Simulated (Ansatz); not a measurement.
For BAs (model structure, started from the WC type, P-6m2, No. 187, 2 atoms in the cell), LDA (PAW; Ansatz, a quantum-chemistry and plane-wave program) gives:

```
Quantity                              Result
------------------------------  ------------
equilibrium lattice constant a       3.130 Å
c axis length                        2.865 Å
bulk modulus                         131 GPa
cohesive energy                 4.50 eV/atom
```

Problem. What does r²SCAN (Ansatz, plane waves, PAW) give for the same quantities?

Solution. 
- lattice constant a: 3.191 Å (grows by 1.9 %)
- lattice parameter c: 2.883 Å (goes up by 0.6 %)
- bulk modulus: 117 GPa (decreases by 11 %)
- cohesive energy: 3.35 eV/atom (drops by 1.15 eV/atom)

Changes are worked out from the printed values.

Unless a cell is named, each level is at its own relaxed cell (LDA 12.16, r²SCAN 12.71 Å³/atom).

Caveats: the bulk modulus is −V dP/dV from two relaxed cells at ±2 % in volume (LDA, r²SCAN). Ansatz's density-functional and Hartree–Fock values are scalar-relativistic unless marked +SOC, with PAW data made under PBE.

A model structure was made by putting elements into a prototype or built by hand; it is no filed structure, need not be a known phase, and can be a saddle point held by its symmetry.
